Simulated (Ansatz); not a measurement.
For Sb (P6₃/mmc, No. 194; start COD 9013011; another form than the element's usual one), PBEsol (Ansatz, an electronic-structure program, PAW) gives:

- lattice constant a = 3.319 Å
- lattice parameter c = 5.473 Å
- bulk modulus B0 = 68.2 GPa
- cohesive energy = 2.87 eV/atom

Problem. What does r²SCAN (Ansatz, PAW) give for the same quantities?

Solution. 
- lattice constant a: 3.353 Å (rises by 1.0 %)
- lattice parameter c: 5.570 Å (increases by 1.8 %)
- bulk modulus: 61.4 GPa (shrinks by 10.0 %)
- cohesive energy: 2.12 eV/atom (drops by 0.75 eV/atom)

Changes are worked out from the printed values.

Unless a cell is named, each level is at its own relaxed cell (PBEsol 26.12, r²SCAN 27.12 Å³/atom).

Levels without +SOC leave out spin–orbit coupling, which shifts energies and cells of such heavy elements.

Caveats: the bulk modulus is −V dP/dV from two relaxed cells at ±2 % in volume (PBEsol, r²SCAN); the relaxation could not lower the start's symmetry, so the cell can be a saddle point above a distorted one (PBEsol, r²SCAN). Ansatz's density-functional and Hartree–Fock values are scalar-relativistic unless marked +SOC, with PAW data made under PBE.
